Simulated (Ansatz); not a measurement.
The parent structure is SiC (space group P6_3mc, No. 186; a = 3.0941 Å, c = 10.1293 Å).

Modification: the cell is scaled by 0.9825 in all directions; the atoms relax in the strained cell.

Levels (all Ansatz, a program for electronic structure, PAW): PBE (420 eV, without spin-orbit coupling); PBE+SOC (420 eV, noncollinear with spin-orbit coupling).

The geometry is relaxed with PBE.

| Quantity | Result |
|---|---|
| PBE valence-band top at Γ | 0.00, 0.00, -0.05 eV |
| PBE pressure | 12.52 GPa |
| PBE lowest conduction level above the VBM at special points | M 2.23 eV; L 2.67 eV; H 3.25 eV; K 3.99 eV |
| PBE smallest direct gap | 3.36 eV |

### Question
What does PBE+SOC give at this geometry for the valence-band top at Γ, pressure, lowest conduction level above the VBM at special points and smallest direct gap?

### Answer
The valence-band top at Γ (three highest Kramers pairs, from the VBM) goes from 0.00, 0.00, -0.05 eV to 0.00, -0.01, -0.06 eV; the pressure is still 12.52 GPa; the lowest conduction level above the VBM at special points changes from M 2.23 eV; L 2.67 eV; H 3.25 eV; K 3.99 eV to M 2.23 eV; L 2.66 eV; H 3.25 eV; K 3.98 eV; the smallest direct gap is still 3.36 eV.

Single points use the geometry relaxed with PBE. Differences between runs with and without spin-orbit coupling are approximate. Whether these cells are dynamically stable was not tested.
